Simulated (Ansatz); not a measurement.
## SiNi at 1590 K

System: composition SiNi, cell Si24Ni24, first heated far above this temperature, then brought to it [in the run: it was liquid; mean temperature 1719 K (target 1590 K); density 5.42 g/cm³].

Method: r2SCAN (plane waves, PAW; Ansatz, a program for electronic structure).

- number of atoms: 48
- time step: 2.0 fs; target pressure 0 GPa
- sampled time: 3.4 ps (NVE); in preparation the cell's shape was held
- plane-wave cutoff: 500 eV
- k-points: one point, (1/4, 1/4, 1/4)
- Fermi-Dirac width: 0.137 eV
- spin: not polarised; no spin-orbit coupling

mean temperature: 1719 ± 9 K
mean pressure: 0.01 ± 0.33 GPa
volume per atom: 13.3 Å³
density: 5.42 g/cm³
first peak of g(Ni-Ni): 2.59 Å, height 2.1
first minimum of g(Ni-Ni): near 3.3 Å
first peak of g(Ni-Si): 2.29 Å, height 3.7
first minimum of g(Ni-Si): near 3.3 Å
first peak of g(Si-Si): 2.55 Å, height 1.6
first minimum of g(Si-Si): near 3.2 Å
coordination of Ni (bonds up to Ni-Ni 3.34, Ni-Si 3.30 Å): 11.1 (11-fold 31 %, 12-fold 26 %, 10-fold 21 %)
coordination of Si (bonds up to Ni-Si 3.30, Si-Si 3.22 Å): 10.3 (10-fold 29 %, 11-fold 25 %, 9-fold 21 %)
Ni-Ni-Si angle: mean 93°, spread 36°, most frequent near 52°
Si-Ni-Si angle: mean 101°, spread 31°, most frequent near 100°
Ni-Ni-Ni angle: mean 100°, spread 32°, most frequent near 100°
Ni-Si-Si angle: mean 93°, spread 35°, most frequent near 52°
state: all species diffuse (liquid)
mean vibrational (phonon) frequency: 5.9 THz

Preparation at the same level, by Langevin dynamics: ease 0.20 ps at 1080 K; melt 0.60 ps at 2159 K, volume free at 4 GPa; cool 0.17 ps from 2159 to 1590 K (3300 K/ps); cool 0.29 ps at 1590 K, volume free; settle 0.90 ps at 1590 K, volume free; hold 0.18 ps at 1590 K. The atoms began on random sites, so units and networks may differ from a laboratory melt's. Atoms moved only 0.9 Å² (mean square) in the hot stage, so mixing may be incomplete. Local magnetic moments are left out. On the run's last frame a denser k-mesh moved the forces by 0.079 eV/Å rms, the static pressure by -0.12 GPa and the free energy by -8 meV/atom, which is about how far such values are converged. Warnings of the run: stress scf threshold loose, symmetry auto disabled.

The cell is small and the run short, so the averages carry size and sampling errors.
